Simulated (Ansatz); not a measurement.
## Pt: strain along the normal

Pt (fcc, Fm-3m, 14.777 Å³/atom and stress up to 0.01 GPa in the relaxed cell) under an equal strain ε in the (111) plane with the normal axis free, as in a coherent film. LDA in Ansatz, a plane-wave DFT program (PAW, default set), 420 eV, 29×29×29 Γ-centred mesh, Fermi-Dirac smearing 0.10 eV.

Here s stands for strain and y for normal strain.

```
strain (%)  normal strain (%)
----------  -----------------
-2.50                       ?
-1.25                    1.47
-0.83                    0.97
-0.42                    0.49
0.00                     0.00
0.42                    -0.48
0.83                    -0.93
1.25                    -1.39
```

Question: Fit y against s with a straight line, and predict the withheld value at s = -2.50.

Answer: Means: s 0, y 0.019. About the means, the sum of products is -5.5594 and the sum of squares of s is 4.8556; the slope is their ratio. Least squares gives y = 0.019 - 1.1449·s. Residuals (row less fit): 0.020, 0.001, -0.010, -0.019, -0.018, 0.001, 0.022; standard error 0.018 (degrees of freedom: 5). The slope, about -1.1, is the elastic response of the normal axis. At the withheld row, y = 0.019 - 1.1449 × (-2.50) = 2.881%. The calculation gives 3.01%, 0.129% above the prediction (2.9 % of the range of y in the table). The row lies outside the fitted rows, so this is an extrapolation. From the scatter of the fitted rows alone, a prediction at this place has a standard error of 0.029%, so the miss is 4.4 times that.

A polynomial of degree 2 through the 12 other runs of the series gives 3.02 there, so most of the miss is curvature that the fit leaves out. In a metal these values are sensitive to mesh and smearing; energies are taken to zero smearing, stresses follow the free energy. The runs aren't spin-polarised. Spin-orbit coupling is left out, which can shift these values for the heavy elements here. Rows are the converged runs of the series near zero and its far end; series whose fitted rows scatter by over a few per cent of the range, as at a crossing or softening among them, aren't shown in this form, nor equations of state whose B0' disagrees with the runs' pressures. Most that stay on the fit to the last digits aren't either.
